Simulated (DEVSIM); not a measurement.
Structure: illuminated GaAs p-on-n cell, one wavelength, at 300 K.

```
layer (left to right)  material  thickness (μm)  Nd (cm⁻³)  Na (cm⁻³)   τn (s)   τp (s)  absorption coefficient (cm⁻¹)
---------------------  --------  --------------  ---------  ---------  -------  -------  -----------------------------
1                          GaAs           0.180          -     1.2e18  1.1e-10  5.5e-10                          59000
2                          GaAs            2.00     9.4e15          -   2.2e-9   2.2e-9                          59000
```

Left contact: ohmic, minority electron recombination velocity 6e5 cm/s. Right contact: ohmic, minority hole recombination velocity 8e6 cm/s. Voltage is applied to the left contact. Recombination: SRH at mid-gap, radiative, Auger. Light enters at the left, 2.5e18 photons cm⁻² s⁻¹, one pass, no reflection. Mobility is μmin + (μ − μmin)/(1 + (N/Nref)^α).

Constants are typed, rounded textbook-type inputs, not results; the design itself was drawn at random and stands for no fabricated device. Values at 300 K.

```csv
parameter,GaAs
gap (eV),1.424
affinity (eV),4.07
permittivity,12.9
Nc (cm⁻³),4.7e17
Nv (cm⁻³),9e18
μn (cm²/Vs),8500
μp (cm²/Vs),400
"μn,min",500
"μp,min",20
"Nref,n",6e16
"Nref,p",1.5e17
αn,0.39
αp,0.38
B (cm³/s),2e-10
Cn (cm⁶/s),1e-30
Cp (cm⁶/s),1e-30
```

Simulated with DEVSIM: 1D drift-diffusion, Boltzmann statistics, complete ionisation; no tunnelling, impact ionisation, image-force lowering or self-heating.

### Question
Tabulate band edges, carrier densities and field at zero bias, in the dark.

### Answer
Energies count from the Fermi level of the right contact; mesh points crowd at the junctions.

| x (μm) | Ec (eV) | Ev (eV) | n (cm⁻³) | p (cm⁻³) | field (V/cm) |
|---|---|---|---|---|---|
| 0.000 | 1.372 | -0.052 | < 1e2 | 1.2e18 | ≈ 0 |
| 0.01420 | 1.372 | -0.052 | < 1e2 | 1.2e18 | ≈ 0 |
| 0.03447 | 1.372 | -0.052 | < 1e2 | 1.2e18 | ≈ 0 |
| 0.06339 | 1.372 | -0.052 | < 1e2 | 1.2e18 | ≈ 0 |
| 0.1131 | 1.372 | -0.052 | < 1e2 | 1.2e18 | ≈ 0 |
| 0.1431 | 1.372 | -0.052 | < 1e2 | 1.2e18 | -10 |
| 0.1655 | 1.371 | -0.053 | < 1e2 | 1.1e18 | -2900 |
| 0.1831 | 1.315 | -0.109 | < 1e2 | 1.3e17 | -64000 |
| 0.2001 | 1.218 | -0.206 | < 1e2 | 3.1e15 | -54000 |
| 0.2275 | 1.076 | -0.348 | < 1e2 | 1.3e13 | -50000 |
| 0.2717 | 0.868 | -0.556 | 1200 | 4.1e9 | -44000 |
| 0.3754 | 0.480 | -0.944 | 4.0e9 | 1300 | -31000 |
| 0.5101 | 0.188 | -1.236 | 3.2e14 | < 1e2 | -13000 |
| 0.7275 | 0.102 | -1.322 | 9.0e15 | < 1e2 | -260 |
| 1.220 | 0.101 | -1.323 | 9.4e15 | < 1e2 | ≈ 0 |
| 1.594 | 0.101 | -1.323 | 9.4e15 | < 1e2 | ≈ 0 |
| 1.841 | 0.101 | -1.323 | 9.4e15 | < 1e2 | ≈ 0 |
| 1.979 | 0.101 | -1.323 | 9.4e15 | < 1e2 | ≈ 0 |
| 2.085 | 0.101 | -1.323 | 9.4e15 | < 1e2 | ≈ 0 |
| 2.131 | 0.101 | -1.323 | 9.4e15 | < 1e2 | ≈ 0 |
| 2.159 | 0.101 | -1.323 | 9.4e15 | < 1e2 | ≈ 0 |
| 2.180 | 0.101 | -1.323 | 9.4e15 | < 1e2 | ≈ 0 |
